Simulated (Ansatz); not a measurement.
Point defects in C

The parent structure is a 16-atom supercell of C in the diamond structure (space group Fd-3m, No. 227) at its relaxed geometry.

```
C
1.0
    0.00000     3.56027     3.56027
    3.56027     0.00000     3.56027
    3.56027     3.56027     0.00000
C
16
Direct
  0.25000   0.25000   0.25000
  0.25000   0.25000   0.75000
  0.25000   0.75000   0.25000
  0.25000   0.75000   0.75000
  0.75000   0.25000   0.25000
  0.75000   0.25000   0.75000
  0.75000   0.75000   0.25000
  0.75000   0.75000   0.75000
  0.37500   0.37500   0.37500
  0.37500   0.37500   0.87500
  0.37500   0.87500   0.37500
  0.37500   0.87500   0.87500
  0.87500   0.37500   0.37500
  0.87500   0.37500   0.87500
  0.87500   0.87500   0.37500
  0.87500   0.87500   0.87500
```

One neutral defect a cell, atoms relaxed at fixed cell.

The values are results of DFT with r2SCAN, PAW potentials and a 500 eV plane-wave cutoff in Ansatz (a quantum-chemistry and plane-wave program), no spin-orbit coupling, earlier PAW set, not measurements.

```csv
variant,pressure,largest displacement of a host atom from its site in the perfect cell
perfect supercell,0.0 GPa,–
Se on a C site,___,___
"Ru on a C site, symmetric start",72.4 GPa,0.19 Å
"C vacancy, symmetric start",-0.6 GPa,0.10 Å
B on a C site,8.8 GPa,0.03 Å
"Li interstitial (started 1.45 Å from the nearest host atom), symmetric start",32.0 GPa,0.07 Å
```

**Question.** Complete the table.

**Answer.** 
- Se on a C site, pressure: 69.1 GPa
- Se on a C site, largest displacement of a host atom from its site in the perfect cell: 0.21 Å

The magnetic state is the one reached from the starting moments; the real material's order can differ, and small cells can't hold many antiferromagnetic ones. The cell is small, so the values are those of an ordered compound at a high defect concentration; dilute-limit values will differ. A case with no gap was solved on a k-mesh chosen for an insulator, which is coarse for it. Defects with a symmetric start kept the site's symmetry and may sit on a saddle; the others started slightly shaken. Starting moments died away, wholly or in part, for Se on a C site, Ru on a C site, C vacancy and B on a C site and more; another magnetic solution may exist.
